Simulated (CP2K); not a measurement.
Band structure of KMgF3 (Pm-3m, 5 atoms in the cell).

```xyz
5
Lattice="3.9900 0.0000 0.0000 0.0000 3.9900 0.0000 0.0000 0.0000 3.9900" Properties=species:S:1:pos:R:3 pbc="T T T"
K      0.0000     0.0000     0.0000
Mg     1.9950     1.9950     1.9950
F      1.9950     0.0000     1.9950
F      0.0000     1.9950     1.9950
F      1.9950     1.9950     0.0000
```

Level of theory: CP2K with PBE, GPW, DZVP-MOLOPT-SR-GTH basis, GTH-PBE potentials (GTH_POTENTIALS).

Settings: CUTOFF = 1000 Ry; REL_CUTOFF = 60 Ry; SMEAR/METHOD = FERMI_DIRAC; ELECTRONIC_TEMPERATURE = 580.23 K; KPOINTS/SCHEME = MONKHORST-PACK 4 4 4; GAMMA_CENTERED = T; XC_FUNCTIONAL = PBE; K/BASIS_SET = DZVP-MOLOPT-SR-GTH; K/POTENTIAL = GTH-PBE-q9; Mg/BASIS_SET = DZVP-MOLOPT-SR-GTH; Mg/POTENTIAL = GTH-PBE-q10; F/BASIS_SET = DZVP-MOLOPT-SR-GTH; F/POTENTIAL = GTH-PBE-q7; METHOD = GPW.

The starting cell has typed, rounded lattice constants, without a prior relaxation at this level. Values carry the incompleteness of an atom-centred basis.

Q: Predict the gap along the standard path and the places of the band edges.

A: The gap along the path is 7.31 eV, from R to Γ; the smallest direct gap on it is 7.65 eV.

Levels in eV from the top of the valence band on the SCF mesh, bands 17 to 21:
```json
[
 {"point": "Γ", "17": "-0.62", "18": "-0.34", "19": "-0.34", "20": "-0.34", "21": "7.31"},
 {"point": "X", "17": "-0.83", "18": "-0.83", "19": "-0.54", "20": "-0.54", "21": "10.25"},
 {"point": "M", "17": "-1.01", "18": "-0.89", "19": "-0.89", "20": "-0.02", "21": "10.89"},
 {"point": "R", "17": "-1.12", "18": "0.00", "19": "0.00", "20": "0.00", "21": "10.42"}
]
```

Higher empty bands are left out: an atom-centred basis made for the valence describes them poorly.
